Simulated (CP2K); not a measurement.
**Parameter sweep on ZnSb2 (P-4n2, 6 atoms in the cell)**

```yaml
crystal:
  lattice:
    - [6.97681, 0.00000, 0.00000]
    - [0.00000, 6.97681, 0.00000]
    - [0.00000, 0.00000, 3.29395]
  atoms:
    - { symbol: Zn, position: [0.50000, 0.50000, 0.50000] }
    - { symbol: Zn, position: [0.00000, 0.00000, 0.00000] }
    - { symbol: Sb, position: [0.85289, 0.35289, 0.25000] }
    - { symbol: Sb, position: [0.35289, 0.14711, 0.75000] }
    - { symbol: Sb, position: [0.14711, 0.64711, 0.25000] }
    - { symbol: Sb, position: [0.64711, 0.85289, 0.75000] }
```

Base run A: PBEsol, GPW, DZVP-MOLOPT-SR-GTH basis, GTH-PBE potentials (GTH_POTENTIALS) (CP2K 2026.2), self-consistent single point.

Its settings: CUTOFF = 600 Ry; REL_CUTOFF = 50 Ry; SMEAR/METHOD = GAUSSIAN; SIGMA = 0.05 eV; KPOINTS/SCHEME = MACDONALD 4 4 7 0 0 0.07142857143; XC_FUNCTIONAL = PBE:PBESOL; Zn/BASIS_SET = DZVP-MOLOPT-SR-GTH; Zn/POTENTIAL = GTH-PBE-q12; Sb/BASIS_SET = DZVP-MOLOPT-SR-GTH; Sb/POTENTIAL = GTH-PBE-q5; METHOD = GPW; EPS_DEFAULT = 1e-10; NGRIDS = 5; SCF_GUESS = ATOMIC; EPS_SCF = 1e-07; MAX_SCF = 100; ADDED_MOS = 8; MIXING/METHOD = BROYDEN_MIXING; MIXING/ALPHA = 0.3; MIXING/NBUFFER = 8.

The starting cell comes from a database of computed structures (which also holds hypothetical and non-ambient phases and stackings), without a prior relaxation at this level. Its lattice was rescaled by a random factor within 2.5 % of one. Values carry the incompleteness of an atom-centred basis. The potentials were made for another functional than the one used. The run gives no clean gap (levels at the Fermi energy touch, overlap or are partly filled at this smearing), which alone does not show that the compound is a metal.

Total energies depend on the potentials, the functional and any Hubbard or dispersion term, so they are compared only between runs that share all of them.

```json
[
 {"run": "A", "change": "base", "pressure (GPa)": "-2.89", "largest force (eV/Å)": "0.096"},
 {"run": "B", "change": "XC_FUNCTIONAL: PBE:PBESOL → PADE; Zn/POTENTIAL: GTH-PBE-q12 → GTH-PADE-q12; Sb/POTENTIAL: GTH-PBE-q5 → GTH-PADE-q5 [LDA (Pade form)]", "pressure (GPa)": "-5.52", "largest force (eV/Å)": "0.263"},
 {"run": "C", "change": "XC_FUNCTIONAL: PBE:PBESOL → BLYP; Zn/POTENTIAL: GTH-PBE-q12 → GTH-BLYP-q12; Sb/POTENTIAL: GTH-PBE-q5 → GTH-BLYP-q5 [BLYP]", "pressure (GPa)": "2.17", "largest force (eV/Å)": "0.284"},
 {"run": "D", "change": "CUTOFF: 600 Ry → 800 Ry; XC_FUNCTIONAL: PBE:PBESOL → MGGA_X_R2SCAN + MGGA_C_R2SCAN [r2SCAN]", "pressure (GPa)": "-2.51", "largest force (eV/Å)": "0.157"},
 {"run": "E", "change": "XC_FUNCTIONAL: PBE:PBESOL → GGA_X_WC + GGA_C_PBE [Wu-Cohen GGA]", "pressure (GPa)": "-2.69", "largest force (eV/Å)": "0.103"},
 {"run": "F", "change": "XC_FUNCTIONAL: PBE:PBESOL → GGA_X_RPW86 + PW92; NON_LOCAL/TYPE: default → LMKLL; NON_LOCAL/CUTOFF: default → 100 Ry [vdW-DF2]", "pressure (GPa)": "4.29", "largest force (eV/Å)": "0.354"},
 {"run": "G", "change": "XC_FUNCTIONAL: PBE:PBESOL → GGA_X_LV_RPW86 + PW92; NON_LOCAL/TYPE: default → DRSLL; NON_LOCAL/CUTOFF: default → 100 Ry [vdW-DF-cx]", "pressure (GPa)": "-1.94", "largest force (eV/Å)": "0.123"}
]
```

Run G against A: The pressure goes from -2.89 to -1.94 GPa and the largest force goes from 0.096 to 0.123 eV/Å.

Run C against A: The pressure goes from -2.89 to 2.17 GPa and the largest force goes from 0.096 to 0.284 eV/Å.

Left out of this page: 3 runs of the series held back from this collection.
